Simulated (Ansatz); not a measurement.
**Convergence study of the plane-wave cutoff for LaH3 (I4mm, 4 atoms in the cell)**

```yaml
crystal:
  lattice:
    - [-1.86769, 1.86769, 3.04058]
    - [1.86769, -1.86769, 3.04058]
    - [1.86769, 1.86769, -3.04058]
  atoms:
    - { symbol: La, position: [0.00822, 0.00822, 0.00000] }
    - { symbol: H, position: [0.75000, 0.25000, 0.50000] }
    - { symbol: H, position: [0.25000, 0.75000, 0.50000] }
    - { symbol: H, position: [0.50000, 0.50000, 0.00000] }
```

Method: LDA (PW92), default PAW files made with PBE (plane waves; Ansatz, a first-principles code).

Base settings: basis.ecutwfc = 420 eV; kpoints.mp_grid.grid = 9 9 9; hamiltonian.xc = lda; hamiltonian.pseudopotentials = {kind: paw} (the program's default PAW files); scf.occupations.method = fermi_dirac; scf.occupations.width = 0.02 eV.

The second cell is the first with its lattice scaled by 0.98.

The mesh stays at the base's, so the ladder's end is converged at best in this setting alone.

The first pressure column holds Ansatz's estimate of the finite-basis (Pulay) stress, which hides part of the cutoff error; the other is without it.

Only quantities that move along the ladder and can be compared are tabulated.

The count of work is k-points × plane waves × bands × iterations; it is no time. 

The starting cell comes from a database of computed structures (which also holds hypothetical and non-ambient phases and stackings), without a prior relaxation at this level. Its lattice was rescaled by up to half a per cent. One atom was moved a little off its site on purpose. In the base run, with a pressure of about -3 GPa the cell is away from its equilibrium volume at this level.

Steps (basis.ecutwfc): 145 eV; 170 eV; 190 eV; 210 eV; 230 eV; 250 eV; 295 eV; 335 eV; 380 eV; 420 eV; 460 eV; 505 eV; 565 eV; 630 eV; 735 eV; 840 eV; 1010 eV.

Q: What is the coarsest basis.ecutwfc that holds the forces within 0.01 eV/Å of the last step, with all finer ones?

A: 295 eV, at 0.16 of the last step's count of work; the step before is off by 0.011 eV/Å.

Q: What is the coarsest basis.ecutwfc that holds the free energy within 1 meV/atom of the last step, with all finer ones?

A: 460 eV, at 0.31 of the last step's count of work; the step before is off by 1.2 meV/atom.

Q: What is the coarsest basis.ecutwfc that holds the energy of the compressed cell less the first within 0.5 meV/atom of the last step, with all finer ones?

A: 295 eV, at 0.16 of the last step's count of work; the step before is off by 1.9 meV/atom.

| basis.ecutwfc | free energy less the last step's (meV/atom) | energy of the compressed cell less the first (meV/atom) | pressure (GPa) | pressure without the Pulay estimate (GPa) | largest difference of a force vector from the last step's (eV/Å) | count of work / last |
|---|---|---|---|---|---|---|
| 145 eV | 992.55 | 3.84 | -1.44 | -21.47 | 0.007 | 0.055 |
| 170 eV | 676.27 | 5.90 | -1.06 | -20.96 | 0.093 | 0.066 |
| 190 eV | 460.23 | 9.23 | -0.73 | -19.37 | 0.082 | 0.088 |
| 210 eV | 294.62 | 4.43 | -1.69 | -16.35 | 0.043 | 0.091 |
| 230 eV | 179.42 | 1.60 | -2.13 | -12.88 | 0.009 | 0.10 |
| 250 eV | 105.41 | -0.50 | -2.58 | -9.80 | 0.011 | 0.12 |
| 295 eV | 30.14 | -2.07 | -3.02 | -5.53 | 0.008 | 0.16 |
| 335 eV | 9.96 | -2.33 | -3.07 | -3.98 | 0.001 | 0.18 |
| 380 eV | 3.03 | -2.34 | -3.08 | -3.37 | 0.000 | 0.23 |
| 420 eV | 1.19 | -2.41 | -3.10 | -3.21 | 0.000 | 0.26 |
| 460 eV | 0.51 | -2.42 | -3.10 | -3.15 | 0.000 | 0.31 |
| 505 eV | 0.21 | -2.41 | -3.10 | -3.11 | 0.000 | 0.35 |
| 565 eV | 0.10 | -2.42 | -3.10 | -3.10 | 0.000 | 0.42 |
| 630 eV | 0.07 | -2.42 | -3.10 | -3.10 | 0.000 | 0.50 |
| 735 eV | 0.04 | -2.42 | -3.10 | -3.10 | 0.000 | 0.61 |
| 840 eV | 0.01 | -2.42 | -3.10 | -3.10 | 0.000 | 0.76 |
| 1010 eV | 0.00 | -2.42 | -3.10 | -3.10 | 0.000 | 1.0 |

The energy difference between the two cells stays within 1 meV/atom of the last step's from 295 eV on, the total only from 460 eV on: much of the error is common to both cells and cancels.

At the lowest cutoff the pressure without the Pulay estimate lies 18.4 GPa under the last step's, the usual sign of Pulay stress in an incomplete plane-wave basis.

Keys are those of Ansatz 0.2.
